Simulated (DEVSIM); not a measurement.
Structure: In0.49Ga0.51P/GaAs n-p heterojunction, at 300 K.

| layer (left to right) | material | thickness (μm) | Nd (cm⁻³) | Na (cm⁻³) | τn (s) | τp (s) |
|---|---|---|---|---|---|---|
| 1 | In0.49Ga0.51P | 0.0570 | 1.7e17 | - | 1.6e-8 | 1.6e-8 |
| 2 | GaAs | 0.150 | - | 1.8e15 | 1.6e-8 | 1.6e-8 |

Left contact: ohmic. Right contact: ohmic. Voltage is applied to the left contact. Recombination: SRH at mid-gap, radiative. Mobility is μmin + (μ − μmin)/(1 + (N/Nref)^α).

This is a model device: material constants are rounded textbook-type values typed into the input, and sizes, dopings and lifetimes were drawn at random. Values at 300 K.

| parameter | In0.49Ga0.51P | GaAs |
|---|---|---|
| gap (eV) | 1.89 | 1.424 |
| affinity (eV) | 4 | 4.07 |
| permittivity | 11.8 | 12.9 |
| Nc (cm⁻³) | 9e17 | 4.7e17 |
| Nv (cm⁻³) | 1.3e19 | 9e18 |
| μn (cm²/Vs) | 1500 | 8500 |
| μp (cm²/Vs) | 80 | 400 |
| μn,min | 400 | 500 |
| μp,min | 15 | 20 |
| Nref,n | 2e16 | 6e16 |
| Nref,p | 1.5e17 | 1.5e17 |
| αn | 0.7 | 0.39 |
| αp | 0.8 | 0.38 |
| B (cm³/s) | 1e-10 | 2e-10 |

Simulated with DEVSIM: 1D drift-diffusion, Boltzmann statistics, complete ionisation; no tunnelling, impact ionisation, image-force lowering or self-heating. Band offsets follow the typed affinities; no thermionic-emission limit at abrupt steps, no polarisation charge.

**Question.** Tabulate band edges, carrier densities and field at zero bias.

**Answer.** Energies count from the Fermi level of the right contact; mesh points crowd at the junctions.

```
x (μm)    Ec (eV)  Ev (eV)  n (cm⁻³)  p (cm⁻³)  field (V/cm)
--------  -------  -------  --------  --------  ------------
0.000       0.043   -1.847    1.7e17     < 1e2          2500
0.002620    0.044   -1.846    1.7e17     < 1e2          2500
0.006418    0.045   -1.845    1.6e17     < 1e2          3000
0.01193     0.047   -1.843    1.5e17     < 1e2          4400
0.02266     0.054   -1.836    1.1e17     < 1e2         11000
0.03383     0.074   -1.816    5.1e16     < 1e2         26000
0.04283     0.106   -1.784    1.5e16     < 1e2         45000
0.05036     0.147   -1.743    3.1e15     < 1e2         64000
0.05423     0.173   -1.717    1.1e15     < 1e2         74000
0.05690     0.194   -1.696    5.0e14     < 1e2         78000
0.05939     0.142   -1.282    1.9e15     < 1e2         74000
0.06471     0.182   -1.242    4.2e14     < 1e2         74000
0.07141     0.231   -1.193    6.2e13     < 1e2         73000
0.08160     0.306   -1.118    3.5e12     < 1e2         73000
0.1046      0.473   -0.951     5.3e9       960         73000
0.1320      0.671   -0.753   2500000   2000000         72000
0.1574      0.853   -0.571      2200     2.3e9         71000
0.1762      0.987   -0.437     < 1e2    4.1e11         71000
0.1918      1.097   -0.327     < 1e2    2.9e13         70000
0.1988      1.146   -0.278     < 1e2    1.9e14         70000
0.2034      1.178   -0.246     < 1e2    6.7e14         70000
0.2070      1.204   -0.220     < 1e2    1.8e15         70000
```
